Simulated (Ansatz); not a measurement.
Start from GaS in the beta-GaS type structure (space group P6_3/mmc, No. 194; a = 3.591 Å, c = 15.449 Å; layered, stacked along the Cartesian z axis).

Computed with Ansatz (an electronic-structure program) PBE-D3(BJ), no spin-orbit coupling.

One change was made to it. Results:

The width of the top valence band rises by 0.64 eV (2.00 eV → 2.64 eV); the valence-band top at Γ (three highest levels, from the VBM) becomes 0.00, -1.40, -1.40 eV (base: 0.00, -1.42, -1.42 eV); the valley order (the lowest conduction-band minima on the path, energy above the VBM, named in the base's zone) goes from M (1/2, 0, 0) 1.56 eV; Γ 1.65 eV; K (1/3, 1/3, 0) 1.75 eV to K (1/3, 1/3, 0) 0.48 eV; M (1/2, 0, 0) 0.89 eV; Γ 2.45 eV.

Question: Name the change that was made.
A) pressure −1 GPa
B) pressure 7 GPa
C) pressure 15 GPa

Answer: C, pressure 15 GPa. For comparison, the valley order in the other runs: pressure −1 GPa gives Γ 1.72 eV; M (1/2, 0, 0) 1.77 eV; K (1/3, 1/3, 0) 2.03 eV; pressure 7 GPa gives K (1/3, 1/3, 0) 0.97 eV; M (1/2, 0, 0) 1.10 eV; Γ 1.97 eV.

The levels and masses belong to the bands next to the band gap. Load acts through the strain it causes; cell and atoms are relaxed under it. Whether these cells are dynamically stable was not tested. Competing high-pressure phases were not computed.
